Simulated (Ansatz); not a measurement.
The reference is GaN in the zinc blende structure (space group F-43m, No. 216).

```xyz
2
Lattice="0.0000 2.2490 2.2490 2.2490 0.0000 2.2490 2.2490 2.2490 0.0000" Properties=species:S:1:pos:R:3 pbc="T T T"
Ga     0.0000     0.0000     0.0000
N      1.1245     1.1245     1.1245
```

Cartesian axes are those of the cell as printed.

Level of theory: Kohn–Sham DFT with the PBEsol functional, run in Ansatz (a first-principles code) with PAW and 420 eV plane waves, without spin-orbit coupling.

Strains are applied to the cell and any free atomic positions relax.

One change was made to it. Results:

```json
[
 {"quantity": "valence-band top at Γ (three highest levels, from the VBM)", "base": "0.00, 0.00, 0.00 eV", "after": "0.00, 0.00, -0.14 eV"},
 {"quantity": "band gap", "base": "1.70 eV", "after": "1.46 eV"},
 {"quantity": "shortest interatomic distance", "base": "1.948 Å", "after": "1.967 Å"},
 {"quantity": "pressure (mean of the normal stresses, compression positive)", "base": "0.00 GPa", "after": "-5.27 GPa"}
]
```

Name the change that was made.
A. uniaxial strain ε_zz = +2.50 %
B. uniaxial strain ε_zz = −0.50 %
C. uniaxial strain ε_zz = +3.00 %

C, uniaxial strain ε_zz = +3.00 %. For comparison, the valence-band top at Γ in the other runs: uniaxial strain ε_zz = +2.50 % gives 0.00, 0.00, -0.12 eV; uniaxial strain ε_zz = −0.50 % gives 0.00, -0.02, -0.02 eV.

Whether these cells are dynamically stable was not tested. This is not the structure that GaN has at room temperature and ambient pressure.
